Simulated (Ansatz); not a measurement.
CsGeBr₃ (within 0.1 Å of R3m, No. 160, 5 atoms in the cell; start mp-642739) was calculated with r²SCAN (PAW; Ansatz, a program for electronic structure).

Settings: plane-wave cutoff 560 eV, 6×6×6 k mesh, Fermi–Dirac smearing 0.01 eV, scalar-relativistic PAW data made under PBE.

Cell (relaxed at this level):

```cif
data_Br3CsGe
_chemical_formula_sum 'Cs1 Ge1 Br3'
_space_group_name_H-M_alt 'P 1'
_space_group_IT_number 1
_cell_length_a 5.68737
_cell_length_b 5.68737
_cell_length_c 5.68803
_cell_angle_alpha 91.429
_cell_angle_beta 91.429
_cell_angle_gamma 88.638
loop_
_space_group_symop_operation_xyz
  'x, y, z'
loop_
_atom_site_label
_atom_site_type_symbol
_atom_site_fract_x
_atom_site_fract_y
_atom_site_fract_z
_atom_site_occupancy
Cs1 Cs 0.89497 0.89497 0.60359 1
Ge1 Ge 0.36971 0.36971 0.12901 1
Br1 Br 0.39865 0.39865 0.57473 1
Br2 Br 0.39851 0.92396 0.09987 1
Br3 Br 0.92396 0.39851 0.09987 1
```

Problem. Predict the band gap and Γ–Γ gap.

Solution. 
- band gap = 1.58 eV
- Γ–Γ gap = 5.88 eV

Spin–orbit coupling is not included.

The computed numbers hold no vibrational or temperature effects.

Computing time: about 40 core-seconds (a rough figure).

A start named mp-… is a Materials Project structure, which need not be a measured phase.
